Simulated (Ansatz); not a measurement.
Surface energy of faces of monoclinic ZrO2 in PBE and in RPBE, in Ansatz (plane waves, PAW). Symmetric slabs relaxed with PBE from ideal cuts in 1x1 cells (the lowest computed cut and spin start of each face; real faces may reconstruct in larger cells); RPBE values are single points on them, with the bulk at the same level. No spin-orbit coupling, no U.

```
face                        PBE (J/m²)  RPBE (J/m²)
--------------------------  ----------  -----------
(001)                             1.25         0.95
(010)                             2.19         1.95
(011)                             1.30         1.11
(10-1)                            1.22         1.01
(100)                             1.41         1.20
(101) (2 O–Zr bonds broke)        1.36            ?
(11-1)                            0.92         0.72
(110)                             1.18         0.98
(111)                             1.09         0.86
```

### Question
Fit a straight line y = a·x + b by least squares to the 8 complete rows (x: PBE (J/m²); y: RPBE (J/m²)).

### Answer
the means are x̄ = 1.3200 and ȳ = 1.0975; Σ(x − x̄)² = 1.0128 and Σ(x − x̄)(y − ȳ) = 0.99180, so a = 0.979 and b = ȳ − a·x̄ = -0.195. The largest residual is 0.079.

### Question
What does the line predict for the withheld row, (101) (2 O–Zr bonds broke), and what did the calculation give?

### Answer
the line gives 1.14; the calculation gave 1.11, a miss of -0.03, of the size of the fitted rows' scatter and rounding.

Ansatz is a quantum-chemistry and plane-wave program.
